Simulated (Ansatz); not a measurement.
The reference is Al in the fcc (Cu type) structure (space group Fm-3m, No. 225; relaxed with 0.1 eV smearing).

```
CELL_PARAMETERS angstrom
      0.00000     2.02062     2.02062
      2.02062     0.00000     2.02062
      2.02062     2.02062     0.00000
ATOMIC_POSITIONS crystal
  Al 0.00000 0.00000 0.00000
```

Cartesian axes are those of the cell as printed.

The values are results of PBE (Ansatz, a first-principles code; PAW; 420 eV plane waves; without spin-orbit coupling), not measurements.

One thing is altered: every lattice vector is shortened by 2.50 %, atoms relaxed at fixed cell.

Predict the stress tensor and what it implies for the stiffness.

Stress of the strained cell less that of the base (GPa, compression positive):
```
    7.0     0.0     0.0
    0.0     7.0     0.0
    0.0     0.0     7.0
```

Then B = −ΔP/(ΔV/V₀) with ΔV/V₀ = -0.0731 gives secant stiffness values (nonlinear terms included at this strain): B ≈ 96 GPa.

As a check, the harmonic strain energy −½ V₀ Δσ:ε is 27 meV/atom; the computed energy rise is 25 meV/atom.

No phonon test of stability was made.
